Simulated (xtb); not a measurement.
xtb 6.7.1, GFN1-xTB: Zr(Cl)3(OH)(NH3) ([NH3]->[Zr]([OH])([Cl])([Cl])[Cl]), 10 atoms. The geometry is a generated start, not checked to be a minimum at this level.

| Item | Result |
|---|---|
| method | GFN1-xTB |
| --acc | 1 (default) |
| --etemp (K) | 300 (default) |
| detailed input (--input) | none: ANC optimiser, Lindh (1995) Hessian, microcycle=20, maxdispl=1.0, hlow=0.01 (default) |
| basis functions | 56 |
| valence electrons | 40 |

```xyz
10

Zr    -0.8530     0.0719     0.2701
Cl    -0.4308    -1.0306     2.2616
Cl    -3.1395    -0.0637     0.4021
Cl    -0.4918     2.2637     0.8118
O     -0.7049     0.0217    -1.5804
H     -1.2146     0.5941    -2.1686
N      1.4512    -0.4192     0.0204
H      1.6520    -0.9128    -0.8528
H      1.7626    -0.9889     0.8131
H      1.9690     0.4638     0.0226
```

Charge 0 and multiplicity 1 are set for this test and not shown to be the ground state.

The structure is relaxed from this start with --opt LEVEL for the levels crude, sloppy, loose, lax, normal, tight, vtight, extreme, once each. Up to the end of the extreme run atoms move by at most 2.6 Å along an axis.

Task: Choose the cheapest level whose final energy lies within 20 meV of that of extreme.

Result: normal: 67 cycles against 94, ending 0.42 meV above.

```csv
level,cycles,energy above the extreme run (meV),gradient norm (eV/Å)
crude,4,140,0.48
sloppy,9,110,0.22
loose,13,110,0.19
lax,15,110,0.18
normal,67,0.42,0.032
tight,68,0.40,0.029
vtight,91,under 0.01,0.0012
extreme,94,—,0.0010
```
